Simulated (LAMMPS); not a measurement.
LAMMPS 22 Jul 2025, classical MD, EAM (Finnis-Sinclair form) (Fe_mm.eam.fs): Fe, 5488 atoms.

- task: MD, nve
- potential: EAM (Finnis-Sinclair form), Fe_mm.eam.fs
- copies of the repeat unit: 14×14×14
- shape (slab and sphere leave vacuum in the box): bulk
- neighbor skin: 2 Å
- neigh_modify: every 1 delay 0 check yes
- newton: on (default)
- atom_modify sort (bins of 2 Å where set): 1000 (default)
- comm_style: brick (default)
- box: 40.1 × 40.1 × 40.1 Å
- start: generated bcc lattice, warmed in an untimed run

All runs start from one configuration, warmed at this fixed volume for 1000 steps under a thermostat at 100 K. The run at the shortest step has a mean temperature of 100 K and a mean pressure of -1.9 GPa.

Each run covers about 2.0 ps at constant energy (mean temperature 100 K at the shortest step); σ is the standard deviation over the printed steps. Each setting ran once; only counts and results are compared.

Steps tried: 0.5 fs, 1 fs, 2 fs, 2.5 fs, 4 fs, 5 fs, 8 fs, 10 fs, 16 fs, 20 fs, 32 fs.

Problem. Choose the longest time step that keeps σ(total energy)/σ(kinetic energy) under 2 %.

Solution. 5 fs.

```
time step  σ(E total)/σ(E kinetic)  last minus first total energy (meV/atom)  mean temperature (K)
---------  -----------------------  ----------------------------------------  --------------------
0.5 fs                     0.00011                               under 0.001                   100
1 fs                       0.00044                               under 0.001                   100
2 fs                        0.0017                               under 0.001                   100
2.5 fs                      0.0027                               under 0.001                   100
4 fs                        0.0070                               under 0.001                   100
5 fs                         0.011                                   +0.0013                  99.9
8 fs                         0.029                                   +0.0043                  99.1
10 fs                        0.048                                    +0.012                  98.3
16 fs                         0.16                                     +0.13                  95.0
20 fs                         0.30                                     +0.34                  92.0
32 fs                          2.9                                       +16                  93.6
```

The bar is a choice.
